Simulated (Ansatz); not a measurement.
The parent structure is Ag in the fcc (Cu type) structure (space group Fm-3m, No. 225; relaxed with 0.1 eV smearing).

```xyz
1
Lattice="0.0000 2.0521 2.0521 2.0521 0.0000 2.0521 2.0521 2.0521 0.0000" Properties=species:S:1:pos:R:3 pbc="T T T"
Ag     0.0000     0.0000     0.0000
```

Cartesian axes are those of the cell as printed.

Level of theory: r2SCAN (Ansatz, an electronic-structure program; PAW; 500 eV plane waves; spin-orbit coupling left out).

It is then changed as follows: a pure shear with ε_xy = ε_yx = 0.0200, atoms relaxed at fixed cell.

Problem. Predict the new stress.

Solution. The stress (xx, yy, zz, yz, xz, xy; compression positive) is (0.3, 0.3, -0.1, 0.0, 0.0, -1.8) GPa.

Problem. How does this affect the energy relative to the base?

Solution. The energy increases by 4.0 meV/atom.

The cells carry an imposed strain or load. Stability against distortions was not tested.
